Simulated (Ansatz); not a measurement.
The starting structures come from a database of crystals and need not be the phases stable at ambient conditions.

The decay constant κ of evanescent states in the gap governs leakage through a thin film.

```
CELL_PARAMETERS angstrom
      6.79525     0.00000     0.00000
      0.01692     8.62556     0.00000
      3.09632    -0.00607     3.38424
ATOMIC_POSITIONS crystal
  Ba 0.75440 0.33789 0.48849
  Ba 0.24560 0.66211 0.49729
  Ga 0.25653 0.14284 0.57319
  Ga 0.74347 0.85716 0.58625
  H  0.25582 0.15635 0.91928
  H  0.74418 0.84365 0.93092
  H  0.01089 0.24736 0.71562
  H  0.98911 0.75264 0.23740
  H  0.52122 0.22886 0.20634
  H  0.47878 0.77114 0.74878
  H  0.23957 0.97438 0.46773
  H  0.76043 0.02562 0.44687
  H  0.25353 0.48291 0.98588
  H  0.74647 0.51709 0.99294
```

Space group of this cell: P2_1. The cell is taken as given.

Transport runs along the normal of the first two printed cell vectors.

The gap is the functional's own. No spin-orbit coupling. Mid-gap values are interpolated on the energy grid.

**Question.** Compute, with Ansatz (a first-principles code) with r2SCAN, the band gap and the smallest decay constant κ at mid-gap.

**Answer.** Gap 3.65 eV on a 10×4×10 mesh; κ = 0.373 1/Å, at (0.333, 0.500) of the in-plane reciprocal vectors. At the zone centre, at the nearest computed energy, the slowest state has κ = 0.41 1/Å.
